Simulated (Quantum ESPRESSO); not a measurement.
Input and output of a self-consistent single point for NbSi2 (P6_222, 9 atoms in the cell) (Quantum ESPRESSO).

Method of the run: optB86b-vdW, GBRV 1.5 ultrasoft (PBE) pseudopotentials (plane waves; Quantum ESPRESSO).

```
CELL_PARAMETERS angstrom
      4.70768     0.00000     0.00000
     -2.35384     4.07697     0.00000
      0.00000     0.00000     6.45134
ATOMIC_POSITIONS crystal
  Nb 0.00000 0.50000 0.16667
  Nb 0.50000 0.00000 0.50000
  Nb 0.50000 0.50000 0.83333
  Si 0.84184 0.68369 0.50000
  Si 0.15815 0.84184 0.83333
  Si 0.31631 0.15815 0.16667
  Si 0.15815 0.31631 0.50000
  Si 0.84184 0.15815 0.83333
  Si 0.68369 0.84184 0.16667
```

Reference input (self-consistent single point, DFT, PBE, plane waves, GBRV 1.5 ultrasoft (PBE) pseudopotentials): ecutwfc = 40 Ry; ecutrho = 320 Ry; occupations = smearing; smearing = cold; degauss = 0.0073499 Ry; potentials = {Nb: nb_pbe_v1.uspp.F.UPF, Si: si_pbe_v1.uspp.F.UPF}; K_POINTS = automatic 6 6 3 0 0 0; conv_thr = 1e-10 Ry; mixing_beta = 0.5. This run's input differs from it in these lines:

```diff
@@ -20,2 +20,3 @@
    degauss = 0.0073499
+   input_dft = 'vdw-df-ob86'
 /
```

Log, with long lists cut:

```
     Self-consistent Calculation

     iteration #  1     ecut=    40.00 Ry     beta= 0.50

---- Real-time Memory Report at c_bands before calling an iterative solver
           306 MiB given to the printing process from OS
            86 MiB allocation reported by mallinfo(arena+hblkhd)
------------------

     Threshold (ethr) on eigenvalues was too large:
     Diagonalizing with lowered threshold

---- Real-time Memory Report at c_bands before calling an iterative solver
           353 MiB given to the printing process from OS
           109 MiB allocation reported by mallinfo(arena+hblkhd)
------------------

   [... lines left out ...]
     Non-local corr. energy    =       0.57652819 Ry
     -----------------------------------------------

     total energy              =    -412.00406788 Ry
     estimated scf accuracy    <          3.6E-09 Ry

     iteration # 13     ecut=    40.00 Ry     beta= 0.50

---- Real-time Memory Report at c_bands before calling an iterative solver
           373 MiB given to the printing process from OS
           122 MiB allocation reported by mallinfo(arena+hblkhd)
------------------

     -----------------------------------------------
     Non-local corr. energy    =       0.57652802 Ry
     -----------------------------------------------
     End of self-consistent calculation

     the Fermi energy is    15.5468 ev

!    total energy              =    -412.00406788 Ry
     estimated scf accuracy    <          7.6E-11 Ry
     smearing contrib. (-TS)   =      -0.00107017 Ry
     internal energy E=F+TS    =    -412.00299771 Ry

     convergence has been achieved in  13 iterations

     -----------------------------------------------
     Non-local corr. energy    =       0.57652802 Ry
     -----------------------------------------------

     Forces acting on atoms (cartesian axes, Ry/au):

     atom    1 type  1   force =     0.00000000    0.00000000   -0.00000000
     atom    2 type  1   force =    -0.00000000   -0.00000000    0.00000000
     atom    3 type  1   force =     0.00000000    0.00000000    0.00000000
   [... lines left out ...]
     Total force =     0.015382     Total SCF correction =     0.000002
   [... lines left out ...]
     Non-local corr. energy    =       0.57652802 Ry
     -----------------------------------------------

          total   stress  (Ry/bohr**3)                   (kbar)     P=      132.25
   0.00083277   0.00000000  -0.00000000          122.51        0.00       -0.00
   0.00000000   0.00083277   0.00000000            0.00      122.51        0.00
   0.00000000   0.00000000   0.00103148            0.00        0.00      151.74

   JOB DONE.
```

The run converged in 13 iterations. Against the reference run the pressure goes from 13.94 to 13.22 GPa and the largest force goes from 0.132 to 0.161 eV/Å.

The starting cell comes from a database of computed structures (which also holds hypothetical and non-ambient phases and stackings), without a prior relaxation at this level. Its lattice was rescaled by a random factor within 2.5 % of one. Spin polarisation is off. With a pressure of about 13 GPa the cell is away from its equilibrium volume at this level.

Cost on one core of a shared machine: roughly 2 min.
